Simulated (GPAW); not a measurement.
## Converging shifted k-point meshes: Se (C2, 3 atoms in the cell)

```
CELL_PARAMETERS angstrom
      2.19156    -3.79589     0.00000
      2.19156     3.79589     0.00000
      0.00000     0.00000     4.96485
ATOMIC_POSITIONS crystal
  Se 0.00000 0.22500 0.66667
  Se 0.78641 0.78641 0.00000
  Se 0.22500 0.00000 0.33333
```

Computed with LDA (Perdew-Wang 92), GPAW PAW datasets LDA (gpaw-data 1.0.1) (plane waves; GPAW).

Base settings: mode = pw; ecut = 600 eV; xc = LDA; kpts = 3 3 2; mesh shift (steps) = 0 0 0; occupations.name = fermi-dirac; occupations.width = 0.01 eV; nbands = -6; convergence.bands = -4; symmetry.symmorphic = false.

In this ladder: kpts_shift = 0.5 0.5 0.5.

Only quantities that move along the ladder and can be compared are tabulated.

The count of work is k-points × plane waves × bands × iterations; it is no time. 

The starting cell has typed, rounded lattice constants, without a prior relaxation at this level. Its lattice was rescaled by up to half a per cent. One atom was moved a little off its site on purpose.

| kpts | free energy less the last step's (meV/atom) | pressure (GPa) | largest difference of a force vector from the last step's (eV/Å) | count of work / last |
|---|---|---|---|---|
| 2 2 1 | 430.48 | 2.76 | 1.893 | 0.0020 |
| 2 2 2 | -11.58 | -0.58 | 0.367 | 0.0028 |
| 3 3 2 | -26.18 | -0.84 | 0.221 | 0.0056 |
| 3 3 3 | -0.20 | -0.64 | 0.044 | 0.0100 |
| 4 4 3 | 1.78 | -0.61 | 0.037 | 0.016 |
| 5 5 4 | -0.50 | -0.62 | 0.006 | 0.030 |
| 6 6 4 | -0.55 | -0.62 | 0.003 | 0.042 |
| 6 6 5 | 0.09 | -0.61 | 0.001 | 0.054 |
| 7 7 5 | 0.16 | -0.61 | 0.001 | 0.072 |
| 8 8 6 | -0.05 | -0.61 | 0.001 | 0.11 |
| 8 8 7 | 0.00 | -0.61 | 0.000 | 0.13 |
| 10 10 8 | 0.00 | -0.61 | 0.000 | 0.22 |
| 13 13 10 | 0.00 | -0.61 | 0.000 | 0.46 |
| 15 15 12 | 0.00 | -0.61 | 0.000 | 0.72 |
| 17 17 13 | 0.00 | -0.61 | 0.000 | 1.0 |

Coarsest kpts that holds the pressure within 0.1 GPa of the last step, with all finer ones: 3 3 3, at 0.0100 of the last step's count of work; the step before is off by 0.23 GPa.

Coarsest kpts that holds the forces within 0.02 eV/Å of the last step, with all finer ones: 5 5 4, at 0.030 of the last step's count of work; the step before is off by 0.037 eV/Å.

Coarsest kpts that holds the free energy within 1 meV/atom of the last step, with all finer ones: 5 5 4, at 0.030 of the last step's count of work; the step before is off by 1.8 meV/atom.
